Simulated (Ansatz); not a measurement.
**AlN with two functionals, uniaxial stress, 5 GPa tension along z**

Start from AlN in the wurtzite structure (space group P6_3mc, No. 186; a = 3.1298 Å, c = 5.0173 Å). Axes: x lies along a and z along c of the hexagonal cell.

(Cell as relaxed with PBE.)

Levels (all Ansatz, a quantum-chemistry and plane-wave program, PAW, earlier PAW set): PBE (420 eV, no spin-orbit coupling); r2SCAN (500 eV, no SOC).

Each level relaxes its own structure.

```tsv
base	PBE	r2SCAN
volume per atom	10.64 Å³	10.40 Å³
lattice parameter a	3.130 Å	3.107 Å
band gap	4.04 eV	4.87 eV
```

Modification: uniaxial stress, 5 GPa tension along z; all other stress components relax to zero.

| quantity | PBE | r2SCAN |
|---|---|---|
| volume per atom | 10.74 Å³ | 10.50 Å³ |
| valence-band top at Γ (three highest levels, from the VBM) | 0.00, -0.05, -0.05 eV | 0.00, -0.08, -0.08 eV |
| band gap | 4.04 eV | 4.87 eV |

PBE's volume per atom lies 0.249 Å³ above r2SCAN's (2.4 %); PBE's band gap lies 0.836 eV below r2SCAN's. Neither level is exact; r2SCAN is the comparison here, not a measurement.

Load acts through the strain it causes; cell and atoms are relaxed under it. Stability under load was not tested beyond the relaxation.
